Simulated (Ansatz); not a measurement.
# FeS2 under a change: isotropic strain +2.55 %

Consider FeS2 (space group Pa-3, No. 205; a = 5.404 Å; non-magnetic).

One thing is altered: an isotropic linear strain of +2.55 %, atoms relaxed at fixed cell.

Level of theory: PBE/PAW in Ansatz (an electronic-structure program), no SOC, earlier PAW set. Settings: 5×5×5 k-points, 0.05 eV Fermi–Dirac smearing.

```tsv
quantity	base	changed	shift
volume per atom	13.15 Å³	14.18 Å³	+1.03 Å³
space group	Pa-3 (No. 205)	Pa-3 (No. 205)	–
shortest interatomic distance	2.197 Å	2.238 Å	+0.0402 Å
energy relative to the base (free energy F)	0 meV/atom	+34 meV/atom	+34 meV/atom
pressure	-0.01 GPa	-9.88 GPa	-9.876 GPa
band gap	0.39 eV	0.47 eV	+0.08 eV
gap character	indirect, a point along ⟨100⟩, about 0.5 Å⁻¹ from Γ → Γ	indirect, Γ–R (38 % along) → Γ	–
smallest direct gap	0.44 eV	0.51 eV	+0.07 eV
width of the top valence band	0.36 eV	0.31 eV	-0.059 eV
electron mass	0.37 mₑ (at Γ)	0.42 mₑ (at Γ)	–
```

Final structure:

```xyz
12
Lattice="5.5413 0.0000 0.0000 0.0000 5.5413 0.0000 0.0000 0.0000 5.5413" Properties=species:S:1:pos:R:3 pbc="T T T"
Fe     0.0000     0.0000     0.0000
Fe     2.7707     2.7707     0.0000
Fe     0.0000     2.7707     2.7707
Fe     2.7707     0.0000     2.7707
S      2.1247     2.1247     2.1247
S      4.8954     0.6459     3.4166
S      3.4166     4.8954     0.6459
S      0.6459     3.4166     4.8954
S      3.4166     3.4166     3.4166
S      0.6459     4.8954     2.1247
S      2.1247     0.6459     4.8954
S      4.8954     2.1247     0.6459
```

Effective masses come from finite differences of ±0.01 Å⁻¹. No phonon test of stability was made. Starting moments died away, wholly or in part, for the base; another magnetic solution may exist. All final runs are without spin polarisation.
